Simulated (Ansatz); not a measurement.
## Pd, response to strain

The parent structure is Pd in the fcc (Cu type) structure (space group Fm-3m, No. 225; relaxed with 0.1 eV smearing).

```
Pd
1.0
    0.00000     1.93885     1.93885
    1.93885     0.00000     1.93885
    1.93885     1.93885     0.00000
Pd
1
Direct
  0.00000   0.00000   0.00000
```

Cartesian axes are those of the cell as printed.

Strains are applied to the cell and any free atomic positions relax; under biaxial strain the out-of-plane vector relaxes too; under stress the whole cell relaxes.

Levels (all Ansatz, a quantum-chemistry and plane-wave program, PAW): PBEsol (420 eV, spin-orbit coupling left out); r2SCAN (500 eV, no SOC).

Pressures by level, all at the geometries relaxed with PBEsol:

```json
[
 {"case": "base", "PBEsol": "0.0 GPa", "r2SCAN": "4.9 GPa"},
 {"case": "biaxial strain −1.76 %, plane normal [001], relaxed out of plane", "PBEsol": "2.3 GPa", "r2SCAN": "[?]"},
 {"case": "biaxial strain −0.92 %, plane normal [001], relaxed out of plane", "PBEsol": "1.1 GPa", "r2SCAN": "[?]"},
 {"case": "biaxial strain +0.81 %, plane normal [111], relaxed out of plane", "PBEsol": "-1.7 GPa", "r2SCAN": "[?]"},
 {"case": "uniaxial strain ε_yy = +3.65 %", "PBEsol": "-6.5 GPa", "r2SCAN": "[?]"},
 {"case": "uniaxial stress, 8 GPa tension along x", "PBEsol": "-2.7 GPa", "r2SCAN": "2.1 GPa"}
]
```

Task: Complete the table.

Result: 
- biaxial strain −1.76 %, plane normal [001], relaxed out of plane, r2SCAN: 7.3 GPa
- biaxial strain −0.92 %, plane normal [001], relaxed out of plane, r2SCAN: 6.1 GPa
- biaxial strain +0.81 %, plane normal [111], relaxed out of plane, r2SCAN: 3.2 GPa
- uniaxial strain ε_yy = +3.65 %, r2SCAN: -1.8 GPa

Single points use the geometry relaxed with PBEsol. Their cutoffs differ, which shifts pressures a little. Stability under load was not tested beyond the relaxation. All final runs are without spin polarisation. Pd lies near a magnetic instability that expansion can trigger; it was not tested. Pd has a high density of states at the Fermi level and may be magnetic at this level.
